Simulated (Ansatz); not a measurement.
# ScPt3 in the Cu3Au type structure (space group Pm-3m, No. 221)

```cif
data_Pt3Sc
_chemical_formula_sum 'Sc1 Pt3'
_space_group_name_H-M_alt 'P 1'
_space_group_IT_number 1
_cell_length_a 3.95197
_cell_length_b 3.95197
_cell_length_c 3.95197
_cell_angle_alpha 90.000
_cell_angle_beta 90.000
_cell_angle_gamma 90.000
loop_
_space_group_symop_operation_xyz
  'x, y, z'
loop_
_atom_site_label
_atom_site_type_symbol
_atom_site_fract_x
_atom_site_fract_y
_atom_site_fract_z
_atom_site_occupancy
Sc1 Sc 0.00000 0.00000 0.00000 1
Pt1 Pt 0.50000 0.50000 0.00000 1
Pt2 Pt 0.00000 0.50000 0.50000 1
Pt3 Pt 0.50000 0.00000 0.50000 1
```

All numbers come from Ansatz (a first-principles code), PBEsol, PAW, cutoff 420 eV, spin-orbit coupling left out. Settings: 12×12×12 k-points, 0.05 eV Fermi–Dirac smearing.

```yaml
volume_per_atom: 15.43 Å³
density: 16.95 g/cm³
band_gap: zero
total_energy: -9816.771 eV/atom (σ→0; compares only within this code and set-up)
```

Stability against distortions was not tested. The final runs are not spin-polarised.
